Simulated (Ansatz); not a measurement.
Take Rh in the fcc (Cu type) structure (space group Fm-3m, No. 225; a = 3.782 Å; relaxed with 0.1 eV smearing) as the base. Axes: x, y, z lie along the cube axes.

Method: Kohn–Sham DFT with the PBEsol functional, run in Ansatz (a program for electronic structure) with PAW and 420 eV plane waves, without spin-orbit coupling.

Base values:

The shortest interatomic distance is 2.674 Å.

Perturbation: uniaxial strain ε_zz = −2.50 %, all other strain components held at zero; the atoms relax in the strained cell.

Problem. Estimate the effect on the stress, energy relative to the base and shortest interatomic distance.

Solution. The stress (xx, yy, zz, yz, xz, xy; compression positive) is (5.7, 5.7, 12.6, 0.0, 0.0, 0.0) GPa; the energy grows by 13 meV/atom; the shortest interatomic distance decreases by 0.033 Å to 2.641 Å.

No phonon test of stability was made. All final runs are without spin polarisation.
